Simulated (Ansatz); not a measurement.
The starting structures come from a database of crystals and need not be the phases stable at ambient conditions.

Given:

```
CELL_PARAMETERS angstrom
      4.83215     0.00000     0.00000
      0.00000     9.02186     0.00000
      0.00000     0.00000     7.60545
ATOMIC_POSITIONS crystal
  Ca 0.25000 0.92493 0.34566
  Ca 0.75000 0.07507 0.65434
  Ca 0.75000 0.42493 0.15434
  Ca 0.25000 0.57507 0.84566
  Ca 0.75000 0.82141 0.01909
  Ca 0.25000 0.17859 0.98091
  Ca 0.25000 0.32141 0.48091
  Ca 0.75000 0.67859 0.51909
  Si 0.75000 0.39599 0.75305
  Si 0.25000 0.60401 0.24695
  Si 0.25000 0.89599 0.74695
  Si 0.75000 0.10401 0.25305
```

Space group of this cell: Pnma. The cell is taken as given.

Transport runs along the normal of the first two printed cell vectors.

No gap correction and no spin-orbit coupling; mid-gap values are interpolated between computed energies.

### Question
Predict the band gap and the smallest decay constant κ at mid-gap from Ansatz (an electronic-structure program) with r2SCAN.

### Answer
Gap 0.50 eV on a 6×4×4 mesh; κ = 0.098 1/Å, at the zone centre.
